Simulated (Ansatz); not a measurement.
Consider WS2 in the 2H-MoS2 type structure (space group P6_3/mmc, No. 194; a = 3.115 Å, c = 11.773 Å; layered, stacked along the Cartesian z axis).

Method: PBEsol-D3(BJ) (Ansatz, a program for electronic structure, PAW, without spin-orbit coupling), earlier PAW set.

Before the change:

| Property | Result |
|---|---|
| Smallest direct gap | 1.92 eV |
| Lattice parameter a | 3.115 Å |
| c/a ratio | 3.780 |
| Gap character | indirect, Γ → K–Γ (44 % along) |
| Hole mass | 0.96 mₑ along c, 0.46 mₑ across (at Γ) |

It is then changed as follows: cell and atoms relaxed at a pressure of 15 GPa.

What happens to the smallest direct gap?

The smallest direct gap drops by 0.61 eV to 1.31 eV.

Predict the new lattice parameter a.

The lattice parameter a drops by 0.095 Å (3.115 Å → 3.020 Å).

Predict the new c/a ratio.

The c/a ratio drops by 0.1283 (3.780 → 3.651).

How does this affect the gap character?

The gap character remains indirect, Γ → K–Γ (44 % along).

What does the calculation give for the hole mass after the change?

The hole mass goes from 0.96 mₑ along c, 0.46 mₑ across (at Γ) to 1.5 mₑ along c, 0.26 mₑ across (at Γ).

Spin-orbit coupling, missing from the scalar runs, can matter with W. Load acts through the strain it causes; cell and atoms are relaxed under it. Masses are band curvatures over ±0.01 Å⁻¹ around the edge. Stability against distortions was not tested. Competing high-pressure phases were not computed.
